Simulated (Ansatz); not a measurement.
The reference is KMgF₃ in the cubic perovskite structure (space group Pm-3m, No. 221; a = 3.991 Å).

Method: PBEsol (Ansatz, a program for electronic structure, PAW, without spin-orbit coupling).

Base values:

The volume per atom is 12.72 Å³, the electron mass is 0.51 mₑ (at Γ) and the smallest direct gap comes out as 7.44 eV. The band gap is 7.12 eV.

Now apply this change: cell and atoms relaxed at a pressure of 0.3 GPa.

### Question
What happens to the volume per atom?

### Answer
The volume per atom decreases by 0.05 Å³, from 12.72 Å³ to 12.67 Å³.

### Question
How does this affect the electron mass?

### Answer
The electron mass remains 0.51 mₑ (at Γ).

### Question
How does this affect the smallest direct gap?

### Answer
The smallest direct gap goes up by 0.03 eV, from 7.44 eV to 7.47 eV.

### Question
Estimate the effect on the band gap.

### Answer
The band gap increases by 0.03 eV (7.12 eV → 7.15 eV).

Load acts through the strain it causes; cell and atoms are relaxed under it. Masses are band curvatures over ±0.01 Å⁻¹ around the edge. Stability against distortions was not tested.
